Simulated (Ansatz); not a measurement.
**SiC: pressure series**

Base system: SiC (space group P6_3mc, No. 186; a = 3.078 Å, c = 10.076 Å).

Cell and atoms are relaxed at each pressure.

The values are results of PBEsol in Ansatz (plane waves to 420 eV, PAW, no SOC), not measurements.

```json
[
 {"case": "base", "band gap": "2.12 eV", "width of the top valence band": "2.47 eV", "shortest interatomic distance": "1.883 Å"},
 {"case": "pressure −2 GPa", "band gap": "2.11 eV", "width of the top valence band": "2.46 eV", "shortest interatomic distance": "1.889 Å"},
 {"case": "pressure −1 GPa", "band gap": "2.12 eV", "width of the top valence band": "2.46 eV", "shortest interatomic distance": "1.886 Å"},
 {"case": "pressure 0.9 GPa", "band gap": "2.12 eV", "width of the top valence band": "2.47 eV", "shortest interatomic distance": "1.881 Å"},
 {"case": "pressure 2.1 GPa", "band gap": "2.12 eV", "width of the top valence band": "2.48 eV", "shortest interatomic distance": "1.878 Å"},
 {"case": "pressure 4.5 GPa", "band gap": "2.12 eV", "width of the top valence band": "2.50 eV", "shortest interatomic distance": "1.871 Å"},
 {"case": "pressure 9 GPa", "band gap": "2.13 eV", "width of the top valence band": "2.52 eV", "shortest interatomic distance": "1.860 Å"},
 {"case": "pressure 15 GPa", "band gap": "2.13 eV", "width of the top valence band": "2.56 eV", "shortest interatomic distance": "1.846 Å"},
 {"case": "pressure 22.5 GPa", "band gap": "2.13 eV", "width of the top valence band": "2.60 eV", "shortest interatomic distance": "1.830 Å"},
 {"case": "pressure 30 GPa", "band gap": "2.13 eV", "width of the top valence band": "2.63 eV", "shortest interatomic distance": "1.816 Å"}
]
```

Load acts through the strain it causes; cell and atoms are relaxed under it. Whether these cells are dynamically stable was not tested. Competing high-pressure phases were not computed.

Ansatz is a program for electronic structure.
